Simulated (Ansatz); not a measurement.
Os (model structure, started from the diamond type, Fd-3m, No. 227, 2 atoms in the cell) was calculated with PBEsol (Ansatz, a quantum-chemistry and plane-wave program, PAW).

Settings: plane-wave cutoff 520 eV, 18×18×18 k mesh, Fermi–Dirac smearing 0.05 eV, no spin polarisation, scalar-relativistic PAW data made under PBE.

Cell (relaxed at this level):

```cif
data_Os8
_chemical_formula_sum 'Os8'
_space_group_name_H-M_alt 'Fd-3m :1'
_space_group_IT_number 227
_space_group_name_Hall 'F 4d 2 3 -1d'
_cell_length_a 5.50103
_cell_length_b 5.50103
_cell_length_c 5.50103
_cell_angle_alpha 90.000
_cell_angle_beta 90.000
_cell_angle_gamma 90.000
loop_
_atom_site_label
_atom_site_type_symbol
_atom_site_symmetry_multiplicity
_atom_site_Wyckoff_symbol
_atom_site_fract_x
_atom_site_fract_y
_atom_site_fract_z
_atom_site_occupancy
Os1 Os 8 b 0.50000 0.50000 0.50000 1
```
(The calculation used a cell of 2 atoms; values per cell refer to that cell.)

### Question
What does this level give for the bulk modulus?

### Answer

- bulk modulus: 224 GPa

Note: the run has no spin polarisation, so it can have missed a magnetic state; the bulk modulus is −V dP/dV from two relaxed cells at ±2 % in volume; the relaxation could raise the start's symmetry but not lower it, so the cell can be a saddle point.

Spin–orbit coupling is not included.

Computed values are for the static lattice.

A model structure was made by putting elements into a prototype or built by hand; it is no filed structure, need not be a known phase, and can be a saddle point held by its symmetry.
